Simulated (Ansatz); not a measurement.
## What pressure 5 GPa does to Ca

Start from Ca in the fcc (Cu type) structure (space group Fm-3m, No. 225; a = 5.455 Å).

Now apply this change: a hydrostatic pressure of 5 GPa.

Method: Ansatz (an electronic-structure program), PBEsol, PAW, cutoff 420 eV, spin-orbit coupling left out. Γ-centred 15×15×15 mesh, Fermi–Dirac width 0.05 eV.

| quantity | base | changed | shift |
|---|---|---|---|
| density | 1.64 g/cm³ | 2.01 g/cm³ | +0.37 g/cm³ |
| lattice parameter a | 5.455 Å | 5.094 Å | -0.361 Å |
| shortest interatomic distance | 3.857 Å | 3.602 Å | -0.255 Å |
| enthalpy H = E + PV relative to the base's energy | – | +1.13 eV/atom | – |
| band gap | zero | zero | – |

Final structure:

```xyz
1
Lattice="0.0000 2.5470 2.5470 2.5470 0.0000 2.5470 2.5470 2.5470 0.0000" Properties=species:S:1:pos:R:3 pbc="T T T"
Ca     0.0000     0.0000     0.0000
```

Load acts through the strain it causes; cell and atoms are relaxed under it. Whether these cells are dynamically stable was not tested. No other phases were tried under pressure.
